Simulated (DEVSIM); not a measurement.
System: abrupt Ge p-n junction, at 300 K.

Layer 1 from the left is Ge, thickness (μm) 80.0, Na (cm⁻³) 3.5e16, τn (s) 2.9e-7, τp (s) 2.9e-7. Layer 2 from the left is Ge, thickness (μm) 0.390, Nd (cm⁻³) 2.3e17, τn (s) 2.9e-7, τp (s) 2.9e-7.

Left contact: ohmic. Right contact: ohmic. Voltage is applied to the left contact. Recombination: SRH at mid-gap, radiative, Auger. Mobility is constant in doping.

The device is made up for the run: typed textbook-type constants, with dimensions and the other settings drawn at random. Values at 300 K.

Ge: gap (eV) 0.664, affinity (eV) 4, permittivity 16, Nc (cm⁻³) 1.04e19, Nv (cm⁻³) 6e18, μn (cm²/Vs) 3900, μp (cm²/Vs) 1900, B (cm³/s) 6.4e-14, Cn (cm⁶/s) 1e-31, Cp (cm⁶/s) 1e-31.

Simulated with DEVSIM: 1D drift-diffusion, Boltzmann statistics, complete ionisation; no tunnelling, impact ionisation, image-force lowering or self-heating.

### Question
What does the simulation give for the largest field in the device at zero bias, the potential step across the device at zero bias, the dark forward voltage at 100 A/cm², the dark forward voltage at 1 A/cm²?

### Answer
largest field in the device at zero bias 52000 V/cm; potential step across the device at zero bias 0.432 V; dark forward voltage at 100 A/cm² 0.383 V; dark forward voltage at 1 A/cm² 0.201 V.
